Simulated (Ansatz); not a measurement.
Hypothetical P4_2/mnm GaN under a change: pressure 1.5 GPa

Consider GaN (space group P4_2/mnm, No. 136; a = 5.470 Å, c = 3.183 Å; a hypothetical phase, not in the database extracts checked).

Perturbation: cell and atoms relaxed at a pressure of 1.5 GPa.

Level of theory: PBEsol/PAW in Ansatz (a quantum-chemistry and plane-wave program), spin-orbit coupling left out. Γ-centred 6×6×10 mesh, Fermi–Dirac width 0.05 eV.

| quantity | base | changed | shift |
|---|---|---|---|
| volume per atom | 11.91 Å³ | 11.81 Å³ | -0.10 Å³ |
| density | 5.84 g/cm³ | 5.89 g/cm³ | +0.05 g/cm³ |
| lattice parameter a | 5.470 Å | 5.453 Å | -0.0176 Å |
| c/a ratio | 0.582 | 0.583 | +0.001 |
| shortest interatomic distance | 1.917 Å | 1.912 Å | -0.005 Å |
| enthalpy H = E + PV relative to the base's energy | – | +0.11 eV/atom | – |
| band gap | 1.87 eV | 1.92 eV | +0.05 eV |
| gap character | indirect, M–Γ (86 % along) → Γ | indirect, M–Γ (86 % along) → Γ | – |
| smallest direct gap | 1.88 eV | 1.93 eV | +0.05 eV |
| electron mass | 0.17 mₑ (at Γ) | 0.18 mₑ (at Γ) | – |

Final structure:

```
CELL_PARAMETERS angstrom
      5.45279     0.00000     0.00000
      0.00000     5.45279     0.00000
      0.00000     0.00000     3.17690
ATOMIC_POSITIONS crystal
  Ga 0.32056 0.67944 0.00000
  Ga 0.67944 0.32056 0.00000
  Ga 0.82056 0.82056 0.50000
  Ga 0.17944 0.17944 0.50000
  N  0.31735 0.31735 0.00000
  N  0.68265 0.68265 0.00000
  N  0.18265 0.81735 0.50000
  N  0.81735 0.18265 0.50000
```

Cost of the whole job for the changed cell (relaxation, final SCF and bands): around 2.1 core-minutes (rough).

Load acts through the strain it causes; cell and atoms are relaxed under it. Effective masses come from finite differences of ±0.01 Å⁻¹. Whether these cells are dynamically stable was not tested.
